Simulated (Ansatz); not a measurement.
System: CsHgBr₃ (Pm-3m, No. 221, 5 atoms in the cell; start mp-27718; idealised or unconfirmed structure). Method: PBEsol (PAW; Ansatz, a quantum-chemistry and plane-wave program).

Run with plane-wave cutoff 520 eV, 10×10×10 k mesh, Fermi–Dirac smearing 0.05 eV, scalar-relativistic PAW data made under PBE.

Cell (relaxed at this level):

```
CELL_PARAMETERS angstrom
      5.53377     0.00000     0.00000
      0.00000     5.53377     0.00000
      0.00000     0.00000     5.53377
ATOMIC_POSITIONS crystal
  Cs 0.00000 0.00000 0.00000
  Hg 0.50000 0.50000 0.50000
  Br 0.50000 0.00000 0.50000
  Br 0.00000 0.50000 0.50000
  Br 0.50000 0.50000 0.00000
```

Question: Estimate the bulk modulus B0 that the calculation returns.

Answer: 
bulk modulus B0: 28.9 GPa

The run finds no gap.

Note: the bulk modulus is −V dP/dV from two relaxed cells at ±2 % in volume; the relaxation could not lower the start's symmetry, so the cell can be a saddle point above a distorted one.

Spin–orbit coupling is not included; it can open a gap where bands touch, and shift volumes and moduli.

Computed values are for the static lattice.

Computing time: around 2.8 core-minutes (rough).

A start named mp-… is a Materials Project structure, which need not be a measured phase.
